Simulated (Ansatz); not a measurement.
# fcc Al (1 1 0) on silicon (1 1 0) (film strained to the substrate, faces as cut)

A periodic stack without vacuum, fcc Al (1 1 0) on silicon (1 1 0) (film strained to the substrate, faces as cut): substrate slab Si16, film Al16, surface cells [[0, -1], [1, -1]] and [[1, 0], [1, 2]], film strained by -4.3 and -4.3 %, faces Si/Si and Al/Al as cut (like faces can put a slab off its formula).

The start was prepared with a machine-learned potential, and the result is one local minimum, with the in-plane cell held and forces under 0.04 eV/Å; the film can end far from its bulk form.

Level of theory: PBE (plane waves to 420 eV, PAW; Ansatz, an electronic-structure program). Spin–orbit coupling is left out; the runs are not spin-polarised; PBE gaps are too small against experiment. Its k-point mesh 10×6×1, Fermi–Dirac width 0.05 eV.

- interface area: 21.2 Å²
- period: 28.45 Å
- gaps between the outermost planes at the two interfaces: 2.23 and 2.23 Å
- Al–Si contacts across the interfaces within 1.22 times the sum of covalent radii: 4, mean 2.51 Å
- hole barrier (PBE): 0.11 eV
- electron barrier (PBE): 0.50 eV

```yaml
crystal:
  lattice:
    - [3.86694, 0.00041, -0.08507]
    - [3.86739, 5.47021, -0.03792]
    - [-3.20876, -2.03251, 28.51596]
  atoms:
    - { symbol: Si, position: [0.20344, 0.56330, 0.10984] }
    - { symbol: Si, position: [0.45823, 0.80971, 0.10976] }
    - { symbol: Si, position: [0.16378, 0.03731, 0.04232] }
    - { symbol: Si, position: [0.41020, 0.29271, 0.04199] }
    - { symbol: Si, position: [0.29700, 0.60548, 0.24538] }
    - { symbol: Si, position: [0.54723, 0.85525, 0.24535] }
    - { symbol: Si, position: [0.25162, 0.08375, 0.17745] }
    - { symbol: Si, position: [0.50245, 0.33297, 0.17743] }
    - { symbol: Si, position: [0.38722, 0.64983, 0.38128] }
    - { symbol: Si, position: [0.63805, 0.89904, 0.38126] }
    - { symbol: Si, position: [0.34245, 0.12754, 0.31336] }
    - { symbol: Si, position: [0.59268, 0.37732, 0.31333] }
    - { symbol: Si, position: [0.47948, 0.69008, 0.51672] }
    - { symbol: Si, position: [0.72590, 0.94549, 0.51639] }
    - { symbol: Si, position: [0.43145, 0.17309, 0.44895] }
    - { symbol: Si, position: [0.68623, 0.41950, 0.44887] }
    - { symbol: Al, position: [0.21281, 0.34128, 0.64767] }
    - { symbol: Al, position: [0.71918, 0.84039, 0.64682] }
    - { symbol: Al, position: [0.45275, 0.57197, 0.59499] }
    - { symbol: Al, position: [0.90225, 0.08355, 0.59561] }
    - { symbol: Al, position: [0.79562, 0.86227, 0.75331] }
    - { symbol: Al, position: [0.30190, 0.36209, 0.75349] }
    - { symbol: Al, position: [0.00986, 0.10191, 0.70197] }
    - { symbol: Al, position: [0.50518, 0.60203, 0.70200] }
    - { symbol: Al, position: [0.38450, 0.38076, 0.85671] }
    - { symbol: Al, position: [0.87982, 0.88088, 0.85674] }
    - { symbol: Al, position: [0.58778, 0.62071, 0.80522] }
    - { symbol: Al, position: [0.09406, 0.12052, 0.80540] }
    - { symbol: Al, position: [0.98743, 0.89925, 0.96310] }
    - { symbol: Al, position: [0.43692, 0.41083, 0.96372] }
    - { symbol: Al, position: [0.17049, 0.14240, 0.91189] }
    - { symbol: Al, position: [0.67687, 0.64152, 0.91104] }
```
